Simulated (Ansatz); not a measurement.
An Ansatz (an electronic-structure program) input (PBEsol, PAW, 420 eV (Ansatz; without spin-orbit coupling)):

Ansatz 0.2 input:
```yaml
crystal:
  lattice:
    - [-1.533682373, 1.533682373, 1.5649820132]
    - [1.533682373, -1.533682373, 1.5649820132]
    - [1.5962816535, 1.5962816535, -1.5649820132]
  atoms:
    - { symbol: Mo, position: [0, 0, 0] }
basis: { ecutwfc: 420, ecutrho_ratio: 4, xc_grid: 2, fft_grid_basis: typed }
kpoints: { mp_grid: { grid: [29, 29, 29] } }
hamiltonian:
  xc: pbesol
  dispersion: none
  pseudopotentials: { kind: paw }
scf: { occupations: { method: fermi_dirac, width: 0.1 }, convergence: { dr2_threshold: 0.0000000001 } }
relax: { f_tol: 0.005, max_steps: 50 }
output: { forces: true, stress: true }
checkpoint: { write: state.ck, write_every: 1000 }
```

**Question.** Which symmetry and how many k-points will the program report, and about how many plane waves at Γ?

**Answer.** Space group Fmmm (ITA 69) with 8 operations, k-points 3375 of 24389, and 321 plane waves at Γ.

**Question.** And the final pressure?

**Answer.** 0.31 GPa (compression positive).

The cells carry an imposed strain or load. Stability against distortions was not tested. The final runs are not spin-polarised. The cell was made from Mo in the bcc (W type) structure (space group Im-3m, No. 229) by this change: tensor shear ε_xy = +2.00 %.
